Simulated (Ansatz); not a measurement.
The structure below was relaxed with Ansatz (a quantum-chemistry and plane-wave program) PBEsol, no SOC, at pressure 1.8 GPa.

Space group Fm-3m (No. 225); a = b = c = 4.6715 Å, α = β = γ = 90.00°

```json
[
 {"atom": "O", "site": "4a", "symmetry": "m-3m", "x": "0.0000", "y": "0.0000", "z": "0.0000"},
 {"atom": "Cd", "site": "4b", "symmetry": "m-3m", "x": "0.5000", "y": "0.5000", "z": "0.5000"}
]
```

### Question
Write out a cell with all atoms.

### Answer
```xyz
8
Lattice="4.6715 0.0000 0.0000 0.0000 4.6715 0.0000 0.0000 0.0000 4.6715" Properties=species:S:1:pos:R:3 pbc="T T T"
O      0.0000     0.0000     0.0000
Cd     2.3357     0.0000     0.0000
O      0.0000     2.3357     2.3357
Cd     2.3357     2.3357     2.3357
O      2.3357     0.0000     2.3357
Cd     0.0000     0.0000     2.3357
O      2.3357     2.3357     0.0000
Cd     0.0000     2.3357     0.0000
```
This is the conventional cell.

The mesh was chosen for an insulator and is coarse for the gapless case. Load acts through the strain it causes; cell and atoms are relaxed under it. No phonon test of stability was made. The final runs are not spin-polarised. The cell was made from CdO in the rock salt structure (space group Fm-3m, No. 225) by this change: pressure 1.8 GPa.
